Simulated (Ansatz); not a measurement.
The reference is ScCuO₂ (space group P6_3/mmc, No. 194; a = 3.203 Å, c = 11.284 Å).

The values are results of Kohn–Sham DFT with the PBEsol functional, run in Ansatz (a program for electronic structure) with PAW and 420 eV plane waves, scalar-relativistic without spin-orbit coupling, not measurements.

Strains are applied to the cell and any free atomic positions relax.

One change was made to it. Results:

```csv
quantity,base,after
band gap,2.33 eV,2.29 eV
energy relative to the base (free energy F),0 meV/atom,+45 meV/atom
```

Which change produced these results?
A) isotropic strain +3.00 %
B) isotropic strain +1.50 %
C) isotropic strain +2.25 %

A, isotropic strain +3.00 %. For comparison, the energy relative to the base in the other runs: isotropic strain +2.25 % gives +26 meV/atom; isotropic strain +1.50 % gives +12 meV/atom.

Stability against distortions was not tested. No Hubbard U is applied. All final runs are without spin polarisation.
